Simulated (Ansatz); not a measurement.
Y, element substitutions

The reference is Y in the hcp (Mg type) structure (space group P6_3/mmc, No. 194; a = 3.683 Å, c = 5.699 Å).

Each row replaces one element on all its sites; cell and atoms are relaxed.

Level of theory: r2SCAN (Ansatz, an electronic-structure program; PAW; 500 eV plane waves; no spin-orbit coupling).

Candidates:
(a) Y → Hf
(b) Y → Al
(c) Y → Nb
(d) Y → Sc

Before the change:

```
Quantity   Value
---------  -----
c/a ratio  1.547
```

Order them by c/a ratio, lowest first.

(d) Y → Sc (1.559), (a) Y → Hf (1.578), (b) Y → Al (1.654), (c) Y → Nb (1.835)

Whether these cells are dynamically stable was not tested. For Al and Nb in this form, whether it has been made was not checked. The final runs are not spin-polarised. This is not the structure that Al has at room temperature and ambient pressure. This is not the structure that Nb has at room temperature and ambient pressure.
